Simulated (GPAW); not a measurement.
# Input and output of a self-consistent single point for WC (Fm-3m, 2 atoms in the cell) (GPAW)

Computed with LDA (Perdew-Wang 92), real-space grid, GPAW PAW datasets LDA (gpaw-data 1.0.1) run with GPAW 25.7.0.

Input as run:

```python
from ase import Atoms
from gpaw import GPAW

atoms = Atoms(['W', 'C'],
              cell=[[0.000000, 2.192685, 2.192685],
                    [2.192685, 0.000000, 2.192685],
                    [2.192685, 2.192685, 0.000000]],
              positions=[[0.000000, 0.000000, 0.000000],
                         [2.192685, 2.192685, 2.192685]],
              pbc=True)

calc = GPAW(mode='fd',
            h=0.18,
            xc='LDA',
            kpts={'size': (10, 10, 10), 'gamma': True},
            occupations={'name': 'fermi-dirac', 'width': 0.1},
            nbands=-6,
            convergence={'forces': 0.001},
            symmetry={'symmorphic': False, 'tolerance': 0.0005},
            maxiter=120,
            txt='-')

atoms.calc = calc

energy = atoms.get_potential_energy()
print('Energy (eV):', round(energy, 6))
forces = atoms.get_forces()
print('Forces (eV/Ang):')
print(forces.round(5))
```

Output (repeated stretches shortened):

```
Input parameters:
  convergence: {forces: 0.001}
  h: 0.18
  kpts: {gamma: True,
         size: (10, 10, 10)}
  maxiter: 120
  mode: fd
  nbands: -6
  occupations: {name: fermi-dirac,
                width: 0.1}
  symmetry: {symmorphic: False,
             tolerance: 0.0005}

species:
  W:
    name: Tungsten
    Z: 74.0
    valence: 14
    core: 60
    charge: 0.0
    file: W.LDA.gz

    # Using partial waves for W as LCAO basis

  C:
    name: Carbon
    Z: 6.0
    valence: 4
    core: 2
    charge: 0.0
    file: C.LDA.gz

    # Using partial waves for C as LCAO basis

Reference energy: -439534.908752  # eV

Spin-paired calculation

Convergence criteria:
 Maximum [total energy] change in last 3 cyles: 0.0005 eV / valence electron
 Maximum integral of absolute [dens]ity change: 0.0001 electrons / valence electron
 Maximum integral of absolute [eigenst]ate change: 4e-08 eV^2 / valence electron
 Maximum change in the atomic [forces] across last 2 cycles: 0.001 eV/Ang OR
Maximum error relative to the maximum force is below inf
 Maximum number of scf [iter]ations: 120

Symmetries present (total): 48
Symmetries with fractional translations: 0
1000 k-points: 10 x 10 x 10 Monkhorst-Pack grid + [1/20,1/20,1/20]
47 k-points in the irreducible part of the Brillouin zone
       k-points in crystal coordinates                weights
   0:     0.00000000    0.00000000    0.00000000          1/1000
   1:     0.10000000    0.10000000    0.00000000          6/1000
   2:     0.10000000    0.10000000    0.10000000          8/1000
   [... 7 lines left out ...]
          ...
  46:     0.50000000    0.50000000    0.50000000          4/1000

Wave functions: Uniform real-space grid
  Kinetic energy operator: 12*3+1=37 point O(h^6) finite-difference Laplacian

Occupation numbers: Fermi-Dirac:
  width: 0.1000  # eV

Eigensolver

Densities:
  Coarse grid: 16*16*16 grid
  Fine grid: 32*32*32 grid
  Total Charge: 0.000000

Density mixing:
  Method: separate
  Backend: pulay
  Linear mixing parameter: 0.05
  old densities: 5
  Damping of long wavelength oscillations: 50

Hamiltonian:
  XC and Coulomb potentials evaluated on a 32*32*32 grid
  Interpolation: tri-quintic (5. degree polynomial)
  Poisson solver: FastPoissonSolver using
    Stencil: 12*3+1=37 point O(h^6) finite-difference Laplacian
    FFT axes: [np.int64(0), np.int64(1), np.int64(2)]
    FST axes: []

Number of atoms: 2
Number of atomic orbitals: 17
Number of bands in calculation: 15
Number of valence electrons: 18
Bands to converge: occupied

Density initialized from atomic densities
  15 bands from LCAO basis set

Atomic positions and initial magnetic moments

Positions:
   0 W      0.000000    0.000000    0.000000    ( 0.0000,  0.0000,  0.0000)
   1 C      2.192685    2.192685    2.192685    ( 0.0000,  0.0000,  0.0000)

Unit cell:
           periodic     x           y           z      points  spacing
  1. axis:    yes    0.000000    2.192685    2.192685    16     0.1582
  2. axis:    yes    2.192685    0.000000    2.192685    16     0.1582
  3. axis:    yes    2.192685    2.192685    0.000000    16     0.1582

  Lengths:   3.100925   3.100925   3.100925
  Angles:   60.000000  60.000000  60.000000

Effective grid spacing dv^(1/3) = 0.1727

     iter     time        total  log10-change:
                         energy   eigst   dens  force
iter:   1 --:--:--   -24.343736
iter:   2 --:--:--   -23.849901   -0.46  -0.97
iter:   3 --:--:--   -22.562530   -0.61  -1.03
iter:   4 --:--:--   -22.565698   -1.73  -1.54
iter:   5 --:--:--   -22.584253   -1.85  -1.59
iter:   6 --:--:--   -22.575863   -2.33  -2.06
iter:   7 --:--:--   -22.578304c  -3.04  -2.53
iter:   8 --:--:--   -22.572971c  -2.84  -2.39
iter:   9 --:--:--   -22.573006c  -3.99  -3.48
iter:  10 --:--:--   -22.573009c  -4.80  -3.40
iter:  11 --:--:--   -22.573336c  -3.91  -3.48
iter:  12 --:--:--   -22.573008c  -3.79  -2.88
iter:  13 --:--:--   -22.573002c  -5.34  -3.91
iter:  14 --:--:--   -22.573001c  -6.49  -4.26c
iter:  15 --:--:--   -22.573001c  -6.95  -4.61c
iter:  16 --:--:--   -22.573001c  -7.27  -5.12c
iter:  17 --:--:--   -22.573001c  -7.78c -4.79c
iter:  18 --:--:--   -22.573001c  -7.27  -5.24c
iter:  19 --:--:--   -22.573001c  -7.47c -4.74c -28.29c

Converged after 19 iterations.

Dipole moment: (-1.094473, -1.094473, -1.094473) |e|*Ang

Energy contributions relative to reference atoms: (reference = -439534.908752)

Kinetic:         +8.657308
Potential:      -10.168682
External:        +0.000000
XC:             -21.105937
Entropy (-ST):   -0.027297
Local:           +0.057959
SIC:             +0.000000
--------------------------
Free energy:    -22.586649
Extrapolated:   -22.573001

Showing only first 2 kpts
 Kpt  Band  Eigenvalues  Occupancy
  0     7     12.30448    2.00000
  0     8     14.02140    1.99994
  0     9     14.02140    1.99994
  0    10     14.02537    1.99994

  1     7     11.92540    2.00000
  1     8     11.92622    2.00000
  1     9     14.22670    1.99952
  1    10     14.87004    1.74008

Fermi level: 15.06018

No gap
No difference between direct/indirect transitions
Energy (eV): -22.573001

Forces in eV/Ang:
  0 W     0.00000    0.00000    0.00000
  1 C    -0.00000    0.00000    0.00000
```

The run converged in 19 iterations.

The starting cell comes from a database of computed structures (which also holds hypothetical and non-ambient phases and stackings), without a prior relaxation at this level. Spin-orbit coupling is off. Spin polarisation is off.

Cost on one core of a shared machine: roughly 2 min.
